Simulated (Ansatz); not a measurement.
Base system: a 16-atom supercell of InAs in the zinc blende structure (space group F-43m, No. 216; a = 6.186 Å) at its relaxed geometry.

(Cell as relaxed with PBE.)

Levels (all Ansatz, a program for electronic structure, PAW): PBE (420 eV, no SOC); r2SCAN (500 eV, no SOC).

Each level relaxes its own structure.

The change: a neutral H interstitial (started 2.68 Å from the nearest host atom), atoms relaxed at fixed cell, starting from a slightly rattled geometry.

```json
[
 {"quantity": "final site of the added atom", "PBE": "1 As at 1.58 Å", "r2SCAN": "1 As at 1.58 Å"},
 {"quantity": "largest displacement of a host atom from its site in the perfect cell", "PBE": "0.42 Å", "r2SCAN": "0.45 Å"},
 {"quantity": "pressure", "PBE": "1.2 GPa", "r2SCAN": "1.1 GPa"}
]
```

PBE's largest displacement of a host atom from its site in the perfect cell lies 0.036 Å below r2SCAN's; the two agree on the final site of the added atom. Neither level is exact; r2SCAN is the comparison here, not a measurement.

The cell is small, so the values are those of an ordered compound at a high defect concentration; dilute-limit values will differ. A case with no gap was solved on a k-mesh chosen for an insulator, which is coarse for it. All final runs are without spin polarisation.
